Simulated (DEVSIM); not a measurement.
Structure: Pd/SiO2/n-GaSb capacitor, at 300 K.

```tsv
layer (left to right)	material	thickness (nm)	Nd (cm⁻³)
1	SiO2	8.70	-
2	GaSb	1900	5e15
```

Metal gate on the left, work function 5.2 eV. Fixed charge at the semiconductor interface 0 cm⁻² (in units of +e); interface traps 6.1e10 cm⁻² eV⁻¹, uniform in energy, neutral level at 0.3 of the gap above the valence band.

This is a model device: material constants are rounded textbook-type values typed into the input, and sizes, dopings and lifetimes were drawn at random. Values at 300 K.

```csv
parameter,SiO2,GaSb
gap (eV),9,0.726
affinity (eV),0.9,4.06
permittivity,3.9,15.7
Nc (cm⁻³),-,2.1e17
Nv (cm⁻³),-,1.8e19
```

Simulated with DEVSIM: 1D Poisson equation in equilibrium, Boltzmann statistics, complete ionisation; no quantum confinement or tunnelling. Metal contacts follow the ideal Schottky-Mott rule: no Fermi-level pinning, no interface dipoles.

**Question.** Give the band bending (positive: bands bend down) and minority sheet density.

**Answer.** 
```
Vg (V)  ψs (V)  minority carriers (cm⁻²)
------  ------  ------------------------
-0.7    -0.627                    2.5e12
-0.4    -0.612                    1.8e12
-0.1    -0.590                    1.2e12
0.2     -0.555                    5.0e11
0.5     -0.455                    2.4e10
0.8     -0.199                     < 1e8
1.1      0.028                     < 1e8
```
